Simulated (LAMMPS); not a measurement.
Consider a melt made from Si (diamond structure), 1728 atoms, at 1350 K and 0 GPa, brought to that temperature within a few picoseconds in molecular dynamics.

Level of theory: classical MD, pair style edip, file Si.edip (LAMMPS).

```csv
angle (°),"probability per degree, Si-Si-Si"
46.50,0.0000
49.50,0.0003
52.50,0.0017
55.50,0.0045
58.50,0.0068
61.50,0.0060
64.50,0.0036
67.50,0.0023
70.50,0.0031
73.50,0.0051
76.50,0.0078
79.50,0.0095
82.50,0.0112
85.50,0.0125
88.50,0.0134
91.50,0.0149
94.50,0.0155
97.50,0.0169
100.5,0.0182
103.5,0.0186
106.5,0.0189
109.5,0.0167
112.5,0.0158
115.5,0.0142
118.5,0.0126
121.5,0.0103
124.5,0.0092
127.5,0.0078
130.5,0.0073
133.5,0.0065
136.5,0.0059
139.5,0.0052
142.5,0.0050
145.5,0.0040
148.5,0.0038
151.5,0.0034
154.5,0.0032
157.5,0.0027
160.5,0.0025
163.5,0.0021
166.5,0.0015
169.5,0.0014
172.5,0.0008
175.5,0.0005
178.5,0.0001
```

Main features:
- state found: liquid
- most common Si-Si-Si angle: in the 3° bin centred on 106.5° (mean of all 105°)

Caution: this liquid lies under the melting point of about 1580 K that Si.edip gives, so it is undercooled.
